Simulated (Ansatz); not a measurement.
The parent structure is TaAs (space group I4_1md, No. 109; a = 3.442 Å, c = 11.712 Å).

Calculations: r2SCAN/PAW in Ansatz (a program for electronic structure), no spin-orbit coupling.

For the base:

| Property | Value |
|---|---|
| Lattice parameter a | 344.2 pm |

It is then changed as follows: a hydrostatic pressure of 0.9 GPa.

Task: How does this affect the lattice parameter a?

Result: The lattice parameter a falls by 0.5 pm (344.2 pm → 343.7 pm).

Load acts through the strain it causes; cell and atoms are relaxed under it. Stability against distortions was not tested. All final runs are without spin polarisation.
